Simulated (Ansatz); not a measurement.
Base system: Cs₂AgBiBr₆ (space group Fm-3m, No. 225; a = 11.4791 Å).

All numbers come from DFT with PBE, PAW potentials and a 420 eV plane-wave cutoff in Ansatz (a first-principles code), no SOC.

Before the change:

| Item | Result |
|---|---|
| Electron mass | 0.35 mₑ along k, 0.26 mₑ across (at L) |
| Hole mass | 0.21 mₑ along k, 0.82 mₑ across (at X) |

Modification: a hydrostatic pressure of 1.5 GPa.

### Question
How does this affect the electron mass?

### Answer
The electron mass changes from 0.35 mₑ along k, 0.26 mₑ across (at L) to 0.36 mₑ along k, 0.25 mₑ across (at L).

### Question
How does this affect the hole mass?

### Answer
The hole mass goes from 0.21 mₑ along k, 0.82 mₑ across (at X) to 0.18 mₑ along k, 0.72 mₑ across (at X).

With Bi present, leaving out spin-orbit coupling can change the band edges. The levels and masses belong to the bands next to the band gap. Load acts through the strain it causes; cell and atoms are relaxed under it. Masses are band curvatures over ±0.01 Å⁻¹ around the edge. Along k means along the line from Γ to the band edge. No phonon test of stability was made.
